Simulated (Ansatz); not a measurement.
The starting structures come from a database of crystals and need not be the phases stable at ambient conditions.

 Where the default PAW files enter, the runs use the earlier of Ansatz's two default sets.

```
S2Si
1.0
    5.82582     0.02328     0.00000
   -1.52324     5.97278     0.00000
    0.00000     0.00000     7.70967
Si S
4 8
Direct
  0.37845   0.87527   0.36475
  0.62155   0.12473   0.63525
  0.12155   0.12473   0.86475
  0.87845   0.87527   0.13525
  0.48932   0.76994   0.60977
  0.51068   0.23006   0.39023
  0.01068   0.23006   0.10977
  0.98932   0.76994   0.89023
  0.50230   0.74325   0.13668
  0.49770   0.25675   0.86332
  0.99770   0.25675   0.63668
  0.00230   0.74325   0.36332
```

Space group of this cell: P2_1/c. The cell was relaxed by PBE-D3(BJ).

Transport runs along the normal of the first two printed cell vectors.

The gap is the functional's own, uncorrected, and κ follows it; spin-orbit coupling is left out. Mid-gap values are interpolated between the computed energies.

Task: Compute, with Ansatz (an electronic-structure program) with r2SCAN, the band gap and the smallest decay constant κ at mid-gap.

Result: Gap 3.31 eV on a 6×6×4 mesh; κ = 0.323 1/Å, at the zone centre.
